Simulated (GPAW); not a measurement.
A self-consistent single point of NaCl (Fm-3m, 2 atoms in the cell) with GPAW.

Computed with LDA (Perdew-Wang 92), GPAW PAW datasets LDA (gpaw-data 1.0.1) (plane waves; GPAW).

```yaml
crystal:
  lattice:
    - [0.00000, 2.82000, 2.82000]
    - [2.82000, 0.00000, 2.82000]
    - [2.82000, 2.82000, 0.00000]
  atoms:
    - { symbol: Na, position: [0.00000, 0.00000, 0.00000] }
    - { symbol: Cl, position: [0.50000, 0.50000, 0.50000] }
```

Reference input (self-consistent single point, DFT PBE, plane waves, GPAW PAW datasets PBE (gpaw-data 1.0.1)): mode = pw; ecut = 800 eV; xc = PBE; kpts = 10 10 10; mesh shift (steps) = 0 0 0; occupations.name = fermi-dirac; occupations.width = 0.02 eV; nbands = -4; convergence.forces = 0.001 eV/Å; convergence.bands = -2; symmetry.symmorphic = false; symmetry.tolerance = 0.0005. This run's input differs from it in these lines:

```diff
@@ -13,3 +13,3 @@
 calc = GPAW(mode={'name': 'pw', 'ecut': 800},
-            xc='PBE',
+            xc='LDA',
             kpts={'size': (10, 10, 10), 'gamma': True},
```

Its files differ too (potentials: GPAW PAW datasets LDA (gpaw-data 1.0.1)).

Output (repeated stretches shortened):

```
     iter     time        total  log10-change:
                         energy   eigst   dens  force
iter:   1 --:--:--    -7.456050   +0.65
iter:   2 --:--:--    -7.442085   -0.13  -1.35
iter:   3 --:--:--    -7.380236   -1.20  -1.39
iter:   4 --:--:--    -7.379900   -2.08  -1.61
iter:   5 --:--:--    -7.373381c  -2.59  -1.84
iter:   6 --:--:--    -7.373262c  -3.43  -2.92
iter:   7 --:--:--    -7.373411c  -4.04  -3.11
iter:   8 --:--:--    -7.373231c  -4.44  -2.94
iter:   9 --:--:--    -7.373232c  -5.10  -3.89
iter:  10 --:--:--    -7.373227c  -5.42  -3.59
iter:  11 --:--:--    -7.373225c  -6.05  -3.98
iter:  12 --:--:--    -7.373225c  -1.85  -5.04c
iter:  13 --:--:--    -7.373225c  -1.85  -4.81c
iter:  14 --:--:--    -7.373225c  -3.07  -4.90c
iter:  15 --:--:--    -7.373226c  -4.33  -4.89c
iter:  16 --:--:--    -7.373225c  -5.59  -4.90c
iter:  17 --:--:--    -7.373225c  -6.81  -4.87c
iter:  18 --:--:--    -7.373225c  -7.93c -4.94c
iter:  19 --:--:--    -7.373225c  -8.80c -4.87c -26.48c
Converged after 19 iterations.

Dipole moment: (-0.000000, -0.000000, -0.000000) |e|*Ang

Energy contributions relative to reference atoms: (reference = -16917.838178)

Kinetic:         +6.140763
Potential:       -6.607257
External:        +0.000000
XC:              -6.937864
Entropy (-ST):   -0.000000
Local:           +0.031133
SIC:             +0.000000
--------------------------
Free energy:     -7.373225
Extrapolated:    -7.373225

Showing only first 2 kpts
 Kpt  Band  Eigenvalues  Occupancy
  0     5     -0.76760    2.00000
  0     6     -0.76760    2.00000
  0     7      3.92825    0.00000
  0     8     15.95259    0.00000

  1     5     -0.83457    2.00000
  1     6     -0.83457    2.00000
  1     7      4.38451    0.00000
  1     8     10.22406    0.00000

Fermi level: 1.17307

Gap: 4.696 eV
Transition (v -> c):
  (s=0, k=0, n=6, [0.00, 0.00, 0.00]) -> (s=0, k=0, n=7, [0.00, 0.00, 0.00])
No difference between direct/indirect transitions
Energy (eV): -7.373225

Forces in eV/Ang:
  0 Na    0.00000    0.00000   -0.00000
  1 Cl    0.00000    0.00000   -0.00000

Stress tensor:
     0.014632     0.000000    -0.000000
     0.000000     0.014632    -0.000000
    -0.000000    -0.000000     0.014632
Stress (GPa, Voigt): [ 2.3443  2.3443  2.3443 -0.     -0.      0.    ]
```

The run converged in 19 iterations. GPAW prints stress with tension positive. Against the reference run the pressure goes from 0.73 to -2.34 GPa and the gap on the mesh goes from 5.113 to 4.696 eV.

The starting cell has typed, rounded lattice constants, without a prior relaxation at this level.

Cost on one core of a shared machine: roughly 40 s.
